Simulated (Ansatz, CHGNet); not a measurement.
For ZrSe₂ (model structure, started from the 3R-MoS2 type, R3m, No. 160, 3 atoms in the cell), the machine-learned potential CHGNet 0.3.0 (trained on PBE and PBE+U data) gives:

- lattice parameter a = 3.730 Å
- c axis length = 21.084 Å

### Question
What does PBEsol (Ansatz, a program for electronic structure, plane waves, PAW) give for the same quantities?

### Answer

- lattice constant a: 3.647 Å (falls by 2.2 %)
- lattice parameter c: 19.188 Å (decreases by 9.0 %)

Changes are worked out from the printed values.

Unless a cell is named, each level is at its own relaxed cell (CHGNet 0.3.0 28.22, PBEsol 24.55 Å³/atom).

Caveats: the cell moved over 20 % in volume from its start (CHGNet 0.3.0). Ansatz's density-functional and Hartree–Fock values are scalar-relativistic unless marked +SOC, with PAW data made under PBE.

A model structure was made by putting elements into a prototype or built by hand; it is no filed structure, need not be a known phase, and can be a saddle point held by its symmetry.
